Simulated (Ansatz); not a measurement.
System: MgIn₂O₄ (model structure, started from the defect chalcopyrite type, I-4, No. 82, 7 atoms in the cell). Method: LDA (plane waves, PAW; Ansatz, an electronic-structure program).

Settings: plane-wave cutoff 520 eV, 10×10×10 k mesh, Fermi–Dirac smearing 0.01 eV, scalar-relativistic PAW data made under PBE.

Cell (relaxed at this level):

```cif
data_In2MgO4
_chemical_formula_sum 'In2 Mg1 O4'
_space_group_name_H-M_alt 'P 1'
_space_group_IT_number 1
_cell_length_a 5.93238
_cell_length_b 5.93238
_cell_length_c 5.93238
_cell_angle_alpha 133.284
_cell_angle_beta 133.284
_cell_angle_gamma 68.208
loop_
_space_group_symop_operation_xyz
  'x, y, z'
loop_
_atom_site_label
_atom_site_type_symbol
_atom_site_fract_x
_atom_site_fract_y
_atom_site_fract_z
_atom_site_occupancy
In1 In 0.50000 0.50000 0.00000 1
In2 In 0.25000 0.75000 0.50000 1
Mg1 Mg 0.00000 0.00000 0.00000 1
O1 O 0.32912 0.84696 0.95417 1
O2 O 0.89279 0.37494 0.04583 1
O3 O 0.15304 0.10721 0.48215 1
O4 O 0.62506 0.67088 0.51785 1
```

Q: Predict the band gap and bulk modulus.

A: 
- band gap = 1.42 eV (on the SCF k mesh)
- bulk modulus = 69.8 GPa

Note: the bulk modulus is −V dP/dV from two relaxed cells at ±2 % in volume; the relaxation could raise the start's symmetry but not lower it, so the cell can be a saddle point.

Spin–orbit coupling is not included.

Computed values are for the static lattice.

Computing time: very roughly 11 core-minutes.

A model structure was made by putting elements into a prototype or built by hand; it is no filed structure, need not be a known phase, and can be a saddle point held by its symmetry.
